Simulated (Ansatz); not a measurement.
Consider TaN (space group P-6m2, No. 187; a = 2.9362 Å, c = 2.8849 Å). Axes: x lies along a and z along c of the hexagonal cell.

Level of theory: Ansatz (a quantum-chemistry and plane-wave program) r2SCAN, spin-orbit coupling left out, earlier PAW set.

Strains are applied to the cell and any free atomic positions relax; under biaxial strain the out-of-plane vector relaxes too; under stress the whole cell relaxes.

One change was made to it. Results:

The shortest interatomic distance hardly moves (4.206 bohr against 4.205 bohr); the band gap remains zero.

Which of these changes matches the shifts?
(A) biaxial strain +0.85 %, plane normal [001], relaxed out of plane
(B) isotropic strain −1.81 %
(C) uniaxial stress, 1 GPa tension along x
(D) uniaxial strain ε_xx = −1.84 %
(E) isotropic strain −2.67 %

C, uniaxial stress, 1 GPa tension along x. For comparison, the shortest interatomic distance in the other runs: isotropic strain −1.81 % gives 4.130 bohr; biaxial strain +0.85 %, plane normal [001], relaxed out of plane gives 4.222 bohr; uniaxial strain ε_xx = −1.84 % gives 4.174 bohr; isotropic strain −2.67 % gives 4.094 bohr.

The mesh was chosen for an insulator and is coarse for the gapless case. Spin-orbit coupling, missing from the scalar runs, can matter with Ta. Stability under load was not tested beyond the relaxation. All final runs are without spin polarisation. This is not the structure that TaN has at room temperature and ambient pressure. The zero or small gap of TaN can change with the level of theory.
